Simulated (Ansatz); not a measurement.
Take Be₃N₂ (space group R3m, No. 160; a cell from a computed database, its experimental status unchecked) as the base.

```xyz
5
Lattice="1.4175 0.8184 4.8524 -1.4175 0.8184 4.8524 0.0000 -1.6368 4.8524" Properties=species:S:1:pos:R:3 pbc="T T T"
Be     0.0000     0.0000     2.0538
Be     0.0000     0.0000     9.9332
Be     0.0000     0.0000    13.2632
N      0.0000     0.0000    11.5849
N      0.0000     0.0000     4.2440
```

Cartesian axes are those of the cell as printed.

Perturbation: compressive biaxial strain of 0.58 % in the plane normal to [001], as in epitaxy on a mismatched substrate; the out-of-plane cell vector and the atoms relax.

Levels (all Ansatz, a quantum-chemistry and plane-wave program, PAW): PBEsol (420 eV, without spin-orbit coupling); r2SCAN (500 eV, no spin-orbit coupling); HSE06 (420 eV, no spin-orbit coupling).

One geometry, relaxed with PBEsol, under each level:

```csv
level,band gap,lowest conduction level above the VBM at special points,pressure
PBEsol,2.64 eV,F 2.64 eV; H₀ 4.96 eV; H₂ 4.96 eV; S₀ 5.02 eV,2.22 GPa
r2SCAN,(withheld),(withheld),(withheld)
HSE06,4.02 eV,F 4.02 eV; H₀ 6.47 eV; H₂ 6.47 eV; Γ 7.66 eV,–
```

Question: Give the withheld r2SCAN results.

Answer: 
- r2SCAN, band gap: 3.41 eV
- r2SCAN, lowest conduction level above the VBM at special points: F 3.41 eV; H₀ 5.79 eV; H₂ 5.79 eV; S₀ 5.85 eV
- r2SCAN, pressure: 2.62 GPa

Single points use the geometry relaxed with PBEsol. Their cutoffs differ, which shifts pressures a little. The hybrid gap comes from the SCF mesh plus the semilocal run's edge points and a few special points and is an upper bound. Whether these cells are dynamically stable was not tested.
